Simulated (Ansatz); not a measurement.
We consider fluorite HfO2 (high-temperature phase), described by PBE (Ansatz, a first-principles code, PAW).

Numerical settings: plane-wave cutoff 500 eV, 10×10×10 k mesh, gaussian smearing 0.02 eV, scalar-relativistic PAW data made under PBE.

Computed at the level's own relaxed cell.

Q: What does this level give for the equilibrium volume per atom, lattice parameter a and band gap?

A: 
* **equilibrium volume per atom**: 11.04 Å³/atom
* **lattice parameter a**: 5.097 Å
* **band gap**: 3.75 eV (on the SCF k mesh)

Note: symmetry holds this phase in the static calculation, where it need not be a minimum; held by symmetry at 0 K, a high-temperature phase can be a saddle point.

Spin–orbit coupling is not included.

The computed numbers hold no vibrational or temperature effects.

It cost very roughly 11 core-seconds of CPU time.
